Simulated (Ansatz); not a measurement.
The reference is GaN in the wurtzite structure (space group P6_3mc, No. 186; a = 3.1518 Å, c = 5.1383 Å).

The values are results of Ansatz (a program for electronic structure) LDA, no SOC, not measurements.

Base values:

- Band gap: 2.13 eV
- Electron mass: 0.18 mₑ along c, 0.20 mₑ across (at Γ)

Modification: cell and atoms relaxed at a pressure of 9 GPa.

Problem. How does this affect the band gap?

Solution. The band gap grows by 0.27 eV, from 2.13 eV to 2.40 eV.

Problem. Estimate the effect on the electron mass.

Solution. The electron mass changes from 0.18 mₑ along c, 0.20 mₑ across (at Γ) to 0.19 mₑ along c, 0.22 mₑ across (at Γ).

Load acts through the strain it causes; cell and atoms are relaxed under it. Effective masses come from finite differences of ±0.01 Å⁻¹. No phonon test of stability was made. Tetrahedral semiconductors of this kind turn to denser phases somewhere between about 1 and 50 GPa; those were not computed, so compressed cells here can lie past the real transition.
